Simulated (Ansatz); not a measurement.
# By hand: reaction energy

Subject: the reaction energy. Reaction: Ag (fcc) + HCl (gas) → AgCl (rock salt) + 1/2 H2 (gas). The sign is products less reactants.

AgCl (rock salt, Fm-3m), 2 atoms in the cell. Conventional cell: a = 5.613 Å, b = 5.613 Å, c = 5.613 Å, α = 90.00°, β = 90.00°, γ = 90.00°.

Method: Ansatz (a program for electronic structure), PAW, neutral cells at 0 K with nuclei at rest, on structures from PBE. Ansatz runs with its PAW set soft_1. Other levels take these structures. The lattices are those relaxed with PBE, so at other levels the solids can be strained. A dispersion term (D3(BJ), or D4 for r2SCAN) was computed beside these levels and is taken off wherever the name lacks it. Space groups of crystals are read within 0.01 Å.

Total energies of the cells in eV, at zero smearing width. They compare only within one column; the weights balance every element.

| cell | atoms | weight | r2SCAN |
|---|---|---|---|
| AgCl (rock salt) | 2 | +2 | -8688.79480 |
| Ag (fcc) | 1 | −2 | -7604.00086 |
| H2 (gas) | 2 | +1 | -31.88931 |
| HCl (gas) | 2 | −2 | -1100.43601 |

r2SCAN: 2 × (-8688.79480) − 2 × (-7604.00086) + (-31.88931) − 2 × (-1100.43601) = -0.605 eV; dividing by 2 gives -0.30 eV.

What follows from the r2SCAN value: Per mole of the reaction as written, -0.303 eV × 96.485 = -29.2 kJ.
